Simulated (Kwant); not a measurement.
System: In0.53Ga0.47As/In0.52Al0.48As stack with 2 barriers. One parabolic valley. Leads of mass 0.041 mₑ with the band edge at 0; grid 0.1 nm; bias swept from 0.0208 to 0.43967 V, dropping linearly over the stack. Emitter Fermi level 0.057 eV, 4 K, equal in the collector.

| layer | thickness (nm) | band offset (eV) | mass (mₑ) |
|---|---|---|---|
| 1 | 2 | 0.52 | 0.075 |
| 2 | 4.8 | 0 | 0.041 |
| 3 | 2.6 | 0.52 | 0.075 |

Constants are typed, rounded textbook-type inputs, not results; the design itself was drawn at random and stands for no fabricated device.

Kwant, one-band effective-mass tight-binding model in one dimension, coherent, no space charge, current by the Tsu-Esaki formula.

Sweep values stay those of the base run.

Base results: J (A/cm²) at bias = 0.4397 V 2330; J (A/cm²) at bias = 0.3350 V 3940; bias of the first current peak (V) 0.230; first peak current (A/cm²) 142000.

**Question.** What follows from this one change: temperature 4 → 77 K?

**Answer.** J at bias = 0.4397 V 2330 → 2520 A/cm²; J at bias = 0.3350 V 3940 → 4130 A/cm²; bias of the first current peak little changed (0.230 V); first peak current little changed (143000 A/cm²).

**Question.** What follows from this one change: mass in the first barrier 0.075 → 0.06 mₑ?

**Answer.** J at bias = 0.4397 V 2330 → 3250 A/cm²; J at bias = 0.3350 V 3940 → 5940 A/cm²; bias of the first current peak 0.230 → 0.256 V; first peak current 142000 → 170000 A/cm².
